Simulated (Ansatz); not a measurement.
**Electron-phonon data for LuNi₄Sn (F-43m)**

Here is the system:

```
CELL_PARAMETERS angstrom
      0.00000     3.44817     3.44817
      3.44817     0.00000     3.44817
      3.44817     3.44817     0.00000
ATOMIC_POSITIONS crystal
  Lu 0.00000 0.00000 0.00000
  Ni 0.62473 0.62473 0.62473
  Ni 0.12580 0.62473 0.62473
  Ni 0.62473 0.62473 0.12580
  Ni 0.62473 0.12580 0.62473
  Sn 0.25000 0.25000 0.25000
```

Computed with PBEsol, DFPT electron-phonon coupling, linearised Boltzmann equation (plane waves, PAW, scalar-relativistic; Ansatz, a program for electronic structure). Cell: relaxed with this functional, without spin-orbit coupling.

```yaml
resistivity at 300 K: 44 μΩ·cm
drude_plasma_energy: 2.8 eV
Hall coefficient at 300 K: 22 ×10⁻¹¹ m³/C
```

A metal at this level (no band gap). Only scattering by harmonic phonons is included (no impurities, grain boundaries, electron-electron scattering or thermal expansion). Spin-orbit coupling is left out, which matters with elements this heavy. Halving the electron mesh (20x20x20) moves the resistivity by up to 13 % at 300 K. Smearing 0.20 eV; phonons on a 4x4x4 q mesh, which this run doesn't test.

Formula and space group known from diffraction (Crystallography Open Database), not checked to be the room-temperature form: LuNi4Sn (F-43m). Treated as nonmagnetic (a ferromagnetic start lost its moment, other orders weren't tried): LuNi4Sn (F-43m).
